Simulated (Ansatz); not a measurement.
# CsCaBr3: response to strain

Base system: CsCaBr₃ in the cubic perovskite structure (space group Pm-3m, No. 221; a cell from a computed database, its experimental status unchecked).

```
CELL_PARAMETERS angstrom
      5.64020     0.00000     0.00000
      0.00000     5.64020     0.00000
      0.00000     0.00000     5.64020
ATOMIC_POSITIONS crystal
  Cs 0.00000 0.00000 0.00000
  Ca 0.50000 0.50000 0.50000
  Br 0.50000 0.00000 0.50000
  Br 0.00000 0.50000 0.50000
  Br 0.50000 0.50000 0.00000
```

Cartesian axes are those of the cell as printed.

Strains are applied to the cell and any free atomic positions relax; under biaxial strain the out-of-plane vector relaxes too.

Levels (all Ansatz, a quantum-chemistry and plane-wave program, PAW): PBEsol (420 eV, without spin-orbit coupling); r2SCAN (500 eV, spin-orbit coupling left out); HSE06 (420 eV, scalar-relativistic without spin-orbit coupling).

Band gaps by level, all at the geometries relaxed with PBEsol:

| case | PBEsol | r2SCAN | HSE06 |
|---|---|---|---|
| base | 4.40 eV | 5.29 eV | 5.75 eV |
| biaxial strain −3.30 %, plane normal [001], relaxed out of plane | 4.48 eV | 5.19 eV | 5.83 eV |
| biaxial strain +2.69 %, plane normal [001], relaxed out of plane | 4.26 eV | 5.15 eV | 5.59 eV |
| isotropic strain −3.09 % | 4.55 eV | 5.22 eV | 5.98 eV |
| isotropic strain −1.24 % | 4.51 eV | 5.27 eV | 5.86 eV |

Single points use the geometry relaxed with PBEsol. HSE06 was sampled on its mesh, a few special points and the semilocal edge points, so its gap is an upper bound. Stability against distortions was not tested. Many cubic perovskites are stable only at high temperature; tilts and polar distortions were not tested.
